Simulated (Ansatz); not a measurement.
**MoSi2, response to strain**

The parent structure is MoSi2 (space group I4/mmm, No. 139; a = 3.202 Å, c = 7.819 Å). Axes: x, y, z lie along a, b, c of the conventional cell.

Strains are applied to the cell and any free atomic positions relax; under biaxial strain the out-of-plane vector relaxes too.

Level of theory: Kohn–Sham DFT with the r2SCAN functional, run in Ansatz (an electronic-structure program) with PAW and 500 eV plane waves, no spin-orbit coupling.

Notes on the quantities. pressure: mean of the normal stresses, compression positive; energy relative to the base: free energy F.

```tsv
change	volume per atom	pressure	energy relative to the base
base	13.36 Å³	0.0 GPa	0 meV/atom
biaxial strain −4.37 %, plane normal [001], relaxed out of plane	12.45 Å³	17.0 GPa	+87 meV/atom
biaxial strain −0.19 %, plane normal [001], relaxed out of plane	13.32 Å³	0.6 GPa	+0.2 meV/atom
biaxial strain +1.43 %, plane normal [001], relaxed out of plane	13.68 Å³	-4.5 GPa	+8.2 meV/atom
biaxial strain +1.82 %, plane normal [001], relaxed out of plane	13.77 Å³	-5.6 GPa	+13 meV/atom
biaxial strain +2.12 %, plane normal [001], relaxed out of plane	13.84 Å³	-6.5 GPa	+18 meV/atom
biaxial strain +3.58 %, plane normal [001], relaxed out of plane	14.18 Å³	-10.2 GPa	+49 meV/atom
isotropic strain +0.82 %	13.69 Å³	-5.1 GPa	+5.4 meV/atom
uniaxial strain ε_xx = −5.61 %	12.61 Å³	13.9 GPa	+60 meV/atom
uniaxial strain ε_xx = −2.87 %	12.97 Å³	6.5 GPa	+15 meV/atom
```

A case with no gap was solved on a k-mesh chosen for an insulator, which is coarse for it. Without a gap, meshes like the base's 14×14×14 leave anisotropic stresses uncertain by several tenths of a GPa, and small strain energies with them. Whether these cells are dynamically stable was not tested. All final runs are without spin polarisation.
